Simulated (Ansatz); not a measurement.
# InP, response to strain

The reference is InP in the zinc blende structure (space group F-43m, No. 216; a = 5.8269 Å).

Strains are applied to the cell and any free atomic positions relax.

Calculations: plane-wave PAW DFT at the LDA level (Ansatz, a first-principles code, 420 eV), no spin-orbit coupling.

```tsv
isotropic strain (%)	pressure (GPa)
-2.5	6.4
-1.5	3.6
-0.5	1.1
0	0.0
0.5	-1.0
1	?
2	-3.7
2.5	-4.4
3	-5.1
```

Question: Fit P = P₀ − Bδ + Cδ² with δ = (1 + ε)³ − 1 to the rows shown and predict the withheld row.

Answer: Least squares on the printed values gives P₀ = 0.0 GPa, B = 72.8 GPa, C = 195 GPa (largest residual 0.0 GPa); this predicts -2.0 GPa, and the run gives -2.0 GPa, in agreement.

No phonon test of stability was made.
